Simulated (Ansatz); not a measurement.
Base system: PtTe$_{2}$ (space group P-3m1, No. 164; a = 4.009 Å, c = 4.960 Å; layered; relaxed with 0.1 eV smearing). Axes: x lies along a and z along c of the hexagonal cell.

The values are results of PBEsol-D3(BJ) (Ansatz, a quantum-chemistry and plane-wave program), spin-orbit coupling left out, not measurements.

For the base:

- Pressure: 0.0 GPa

One thing is altered: uniaxial strain ε_zz = −1.50 %, all other strain components held at zero, atoms relaxed at fixed cell.

### Question
Estimate the effect on the energy relative to the base.

### Answer
The energy increases by 1.7 meV/atom.

### Question
Predict the new pressure.

### Answer
The pressure (mean of the normal stresses, compression positive) goes from zero to 1.2 GPa.

Whether these cells are dynamically stable was not tested. All final runs are without spin polarisation.
